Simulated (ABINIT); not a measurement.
# Sensitivity of a calculation on NaCa3 (I4/mmm, 4 atoms in the cell) to its settings

```yaml
crystal:
  lattice:
    - [-2.75539, 2.75539, 5.82613]
    - [2.75539, -2.75539, 5.82613]
    - [2.75539, 2.75539, -5.82613]
  atoms:
    - { symbol: Na, position: [0.00000, 0.00000, 0.00000] }
    - { symbol: Ca, position: [0.75000, 0.25000, 0.50000] }
    - { symbol: Ca, position: [0.25000, 0.75000, 0.50000] }
    - { symbol: Ca, position: [0.50000, 0.50000, 0.00000] }
```

Base run A: LDA (PW92), norm-conserving pseudopotentials (PseudoDojo nc-sr-04 LDA standard) run with ABINIT, self-consistent single point.

Its settings: pseudos = [Na.upf, Ca.upf]; ecut = 44 Ha; occopt = 6; tsmear = 0.00367493 Ha; ngkpt = 4 4 4; nshiftk = 1; shiftk = 0 0 0; potentials = PseudoDojo nc-sr-04 LDA standard; nband = 27; kptopt = 1; nstep = 50; tolvrs = 1e-10.

The starting cell comes from a database of computed structures (which also holds hypothetical and non-ambient phases and stackings), without a prior relaxation at this level. Its lattice was rescaled by a random factor within 2.5 % of one.

ΔF is the free energy per atom less that of run A. A dash stands where there is no value to compare (another energy zero or no entropy term, no result, no spin, no clean gap, or a mesh too coarse for one). Absolute energies have different zeros for different potentials, functionals, Hubbard and dispersion terms and are not compared across them.

Run A gave: pressure (GPa) -2.10.

Runs:
- B: lattice scaled by 1.015; ecut: 44 Ha → 26 Ha
- C: tolvrs: 1e-10 → default; toldfe: default → 0.0037 Ha
- D: nline: default → 2
- E: potentials: PseudoDojo nc-sr-04 LDA standard → PseudoDojo nc-sr-05 PBE standard; ixc: default → -120135 [AM05]
- F: diemac: default → 12
- G: tolvrs: 1e-10 → 1e-09

What does run E change against A?

The pressure goes from -2.10 to -1.10 GPa.

What does run B change against A?

The free energy rises by 485 meV/atom and the pressure goes from -2.10 to -12.08 GPa.

```tsv
run	ΔF (meV/atom)	pressure (GPa)
A	0.00	-2.10
B	484.7	-12.08
C	0.04	-2.28
D	0.00	-2.10
E	–	-1.10
F	0.00	-2.10
G	0.00	-2.10
```
